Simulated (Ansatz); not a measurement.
Start from MgO in the rock salt structure (space group Fm-3m, No. 225; a = 4.1592 Å). Axes: x, y, z lie along the cube axes.

Method: LDA (Ansatz, an electronic-structure program, PAW, no spin-orbit coupling).

Base values:

```
Item                                 Value
---------------------  -------------------
Valence-band top at Γ  0.00, 0.00, 0.00 eV
```

Modification: biaxial strain −1.00 %, plane normal [001], relaxed out of plane (Cartesian); in-plane vectors clamped, the third vector and the atoms free.

**Question.** What happens to the valence-band top at Γ?

**Answer.** The valence-band top at Γ (three highest levels, from the VBM) becomes 0.00, -0.03, -0.03 eV (base: 0.00, 0.00, 0.00 eV).

**Question.** How does this affect the in-plane stress?

**Answer.** The mean in-plane stress (compression positive) is +3.9 GPa.

The levels and masses belong to the bands next to the band gap. No phonon test of stability was made.
